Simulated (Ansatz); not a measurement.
Start from SiO2 in the rutile structure (space group P4_2/mnm, No. 136; a = 4.195 Å, c = 2.678 Å).

All numbers come from PBEsol (Ansatz, a program for electronic structure, PAW, scalar-relativistic without spin-orbit coupling).

One change was made to it. Results:

| quantity | base | after |
|---|---|---|
| valence-band top at Γ (three highest levels, from the VBM) | 0.00, -0.88, -0.88 eV | 0.00, -0.89, -0.89 eV |
| hole mass | 1.8 mₑ along c, 1.1 mₑ across (at Γ) | 1.7 mₑ along c, 1.1 mₑ across (at Γ) |
| gap character | direct at Γ | direct at Γ |
| density | 4.23 g/cm³ | 4.27 g/cm³ |

**Question.** Name the change that was made.
(A) pressure 9 GPa
(B) pressure −2 GPa
(C) pressure 2.1 GPa
(D) pressure 15 GPa
(E) pressure 30 GPa

**Answer.** C, pressure 2.1 GPa. For comparison, the valence-band top at Γ in the other runs: pressure 15 GPa gives 0.00, -0.92, -0.92 eV; pressure 9 GPa gives 0.00, -0.91, -0.91 eV; pressure −2 GPa gives 0.00, -0.87, -0.87 eV; pressure 30 GPa gives 0.00, -0.95, -0.95 eV.

Load acts through the strain it causes; cell and atoms are relaxed under it. Masses are band curvatures over ±0.01 Å⁻¹ around the edge. Stability against distortions was not tested. Competing high-pressure phases were not computed.
